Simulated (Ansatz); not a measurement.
Start from CdSe in the zinc blende structure (space group F-43m, No. 216; a = 6.007 Å).

Calculations: LDA/PAW in Ansatz (a program for electronic structure), spin-orbit coupling left out.

Base values:

| Item | Value |
|---|---|
| Gap character | direct at Γ |
| Hole mass | 0.042, 0.62, 0.62 mₑ (at Γ) |
| Pressure | 0.00 GPa |

The change: every lattice vector is shortened by 0.50 %; the atoms relax in the strained cell.

Task: Predict the new gap character.

Result: The gap character is still direct at Γ.

Task: How does this affect the hole mass?

Result: The hole mass (degenerate bands, along [100]) changes from 0.042, 0.62, 0.62 mₑ (at Γ) to 0.044, 0.61, 0.61 mₑ (at Γ).

Task: What does the calculation give for the pressure after the change?

Result: The pressure goes from zero to 0.91 GPa.

Masses are band curvatures over ±0.01 Å⁻¹ around the edge. Whether these cells are dynamically stable was not tested.
